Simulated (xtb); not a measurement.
xtb 6.7.1, GFN2-xTB: Mn(Cl)(k2OAc)(NH3)2 (CC1[O][Mn](<-[NH3])(<-[NH3])([Cl])<-[O]=1), charge 0, multiplicity 6, 17 atoms. The geometry is a generated start, not checked to be a minimum at this level.

| Quantity | Value |
|---|---|
| method | GFN2-xTB |
| --acc | 1 (default) |
| --etemp (K) | 300 (default) |
| detailed input (--input) | none: ANC optimiser, Lindh (1995) Hessian, microcycle=20, maxdispl=1.0, hlow=0.01 (default) |
| basis functions | 53 |
| valence electrons | 53 |

```xyz
17

Mn    -0.5979     0.7998    -0.5723
Cl    -1.4845     2.7009    -0.9105
C      1.4459    -0.2611     2.8516
C      0.7137     0.0793     1.5715
O     -0.5277    -0.1132     1.5006
O      1.3485     0.5343     0.5833
H      2.4599     0.1246     2.8151
H      0.9070     0.1618     3.6949
H      1.4681    -1.3426     2.9690
N     -2.2289    -0.9045    -0.9820
H     -2.9869    -0.6380    -1.6040
H     -2.5978    -0.9532    -0.0318
H     -1.9058    -1.8315    -1.2356
N      0.8002     0.4105    -2.4779
H      0.6127     1.1077    -3.1945
H      0.8692    -0.4991    -2.9202
H      1.7043     0.6242    -2.0572
```

Charge 0 and multiplicity 6 are set for this test and not shown to be the ground state. GFN-xTB has no spin term: --uhf 5 sets the occupations alone.

The structure is relaxed from this start with --opt LEVEL for the levels crude, sloppy, loose, lax, normal, tight, vtight, extreme, once each. Up to the end of the extreme run atoms move by at most 0.56 Å along an axis.

Which level is enough to come within 1 meV of the tightest end point?

vtight: 96 cycles against 99, ending 0.0033 meV above.

```json
[
 {"level": "crude", "cycles": "1", "energy above the extreme run (meV)": "9.4", "gradient norm (eV/Å)": "0.17"},
 {"level": "sloppy", "cycles": "1", "energy above the extreme run (meV)": "9.4", "gradient norm (eV/Å)": "0.17"},
 {"level": "loose", "cycles": "1", "energy above the extreme run (meV)": "9.4", "gradient norm (eV/Å)": "0.17"},
 {"level": "lax", "cycles": "9", "energy above the extreme run (meV)": "4.0", "gradient norm (eV/Å)": "0.060"},
 {"level": "normal", "cycles": "16", "energy above the extreme run (meV)": "2.3", "gradient norm (eV/Å)": "0.049"},
 {"level": "tight", "cycles": "26", "energy above the extreme run (meV)": "1.7", "gradient norm (eV/Å)": "0.0067"},
 {"level": "vtight", "cycles": "96", "energy above the extreme run (meV)": "under 0.01", "gradient norm (eV/Å)": "0.0035"},
 {"level": "extreme", "cycles": "99", "energy above the extreme run (meV)": "—", "gradient norm (eV/Å)": "0.0019"}
]
```
